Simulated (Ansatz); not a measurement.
A self-consistent single point of HfSi (Pm, 8 atoms in the cell) with Ansatz (a program for electronic structure).

Level of theory: LDA (PW92), default PAW files made with PBE (plane waves; Ansatz).

```
CELL_PARAMETERS angstrom
      6.84181     0.00000     0.00000
      0.00000     3.75692     0.00000
      0.00000     0.00000     5.20778
ATOMIC_POSITIONS crystal
  Hf 0.67514 0.25000 0.38399
  Hf 0.32486 0.75000 0.62561
  Hf 0.82486 0.75000 0.87439
  Hf 0.17514 0.25000 0.12561
  Si 0.54312 0.25000 0.86087
  Si 0.45688 0.75000 0.13913
  Si 0.95688 0.75000 0.36087
  Si 0.04312 0.25000 0.63913
```

Reference input (self-consistent single point, DFT, LDA (PW92), plane waves, default PAW files made with PBE): basis.ecutwfc = 420 eV; kpoints.mp_grid.grid = 3 7 5; hamiltonian.xc = lda; hamiltonian.pseudopotentials = {kind: paw} (the program's default PAW files); scf.occupations.method = gaussian; scf.occupations.width = 0.1 eV. This run's input differs from it in these lines:

Ansatz 0.2 input:
```diff
@@ -18,3 +18,3 @@
 kpoints:
-  mp_grid: { grid: [3, 7, 5] }
+  mp_grid: { grid: [5, 12, 8] }
 hamiltonian:
@@ -23,3 +23,3 @@
 scf:
-  occupations: { method: gaussian, width: 0.1 }
+  occupations: { method: fermi_dirac, width: 0.01 }
 output:
```

Output (repeated stretches shortened):

```
SCF iter   1: F=—  HF=-64349.216545 eV  |F-HF|=—  |Δ(HF+E_count)|=         —  Δρ=5.96e-3  dr2=6.38e-2  ethr=1.77e-3  ⟨swp⟩=5.8  Hψ=36941  notcnv=0  defer=50
all-band conjugate gradients solve this SCF's bands
preconditioner: auto → Kerker (q_TF=auto, 2.679 Å⁻¹)
SCF iter   2: F=—  HF=-64349.205948 eV  |F-HF|=—  |Δ(HF+E_count)|=   1.06e-2  Δρ=3.64e-3  dr2=2.09e-2  ethr=5.32e-5  ⟨swp⟩=2.4  Hψ=16717  notcnv=0  defer=839
   [... lines left out ...]
SCF iter   5: F=—  HF=-64349.200391 eV  |F-HF|=—  |Δ(HF+E_count)|=   6.95e-6  Δρ=6.84e-5  dr2=9.36e-6  ethr=7.19e-8  ⟨swp⟩=2.0  Hψ=18587  notcnv=0  defer=839
SCF iter   6: F=—  HF=-64349.200387 eV  |F-HF|=—  |Δ(HF+E_count)|=   4.22e-6  Δρ=1.73e-5  dr2=3.27e-7  ethr=7.80e-9  ⟨swp⟩=2.0  Hψ=16217  notcnv=0  defer=839
SCF iter   7: F=—  HF=-64349.200387 eV  |F-HF|=—  |Δ(HF+E_count)|=   1.44e-7  Δρ=7.14e-6  dr2=9.06e-8  ethr=8.33e-11  ⟨swp⟩=10.3  Hψ=50723  notcnv=0
SCF iter   8: F=-64349.200387 eV  HF=-64349.200387 eV  |F-HF|=7.49e-8  |Δ(HF+E_count)|=   7.12e-8  Δρ=4.26e-6  dr2=3.26e-8  ethr=7.55e-11  ⟨swp⟩=5.0  Hψ=39661  notcnv=0
SCF 1 converged in 8 iterations: F = -64349.200387 eV  dr2 = 3.26e-8
Free energy (F): -64349.200387 eV
Internal energy: -64349.199737 eV  (E = F + TS)
E sigma→0 (E₀):  -64349.200062 eV
Entropy (-TS):   -0.000650 eV (-0.081 meV/atom)
Fermi energy:    17.644179 eV
--- Forces (eV/Å), atoms counted from 1 ---
  atom   1  Hf    -0.05183145     0.00000000    -0.63784171
  atom   2  Hf     0.00240253     0.00000000     0.07001616
  atom   3  Hf    -0.01325700     0.00000000     0.09151089
  atom   4  Hf    -0.00904834     0.00000000     0.05331251
  atom   5  Si     0.00045435     0.00000000     0.17904836
  atom   6  Si     0.06123354     0.00000000     0.19622987
  atom   7  Si    -0.06098829     0.00000000    -0.08866710
  atom   8  Si     0.07103847     0.00000000     0.13638727
--- Stress (GPa, compression-positive) ---
       -4.385903       0.000000      -0.329093
        0.000000      -4.476222       0.000000
       -0.329093       0.000000      -4.011160
  P = ⅓ Tr σ = -4.2911 GPa (-42.911 kbar)
  The stress holds the Pulay correction. Without it, at fixed plane waves, as pw.x and ABINIT print it: P = -4.3316 GPa
```

The run converged in 8 iterations. Against the reference run the free energy rises by 1.6 meV/atom, the pressure stays near -4.29 GPa while the yy stress (positive for compression) goes from -4.97 to -4.48 GPa and the largest force moves little (0.632 to 0.640 eV/Å).

The starting cell comes from a database of computed structures (which also holds hypothetical and non-ambient phases and stackings), without a prior relaxation at this level. Its lattice was rescaled by up to half a per cent. One atom was moved a little off its site on purpose. With a pressure of about -4 GPa the cell is away from its equilibrium volume at this level. Ansatz's pressure includes its estimate of the finite-basis (Pulay) stress.

Cost on one core of a shared machine: roughly 3 min.
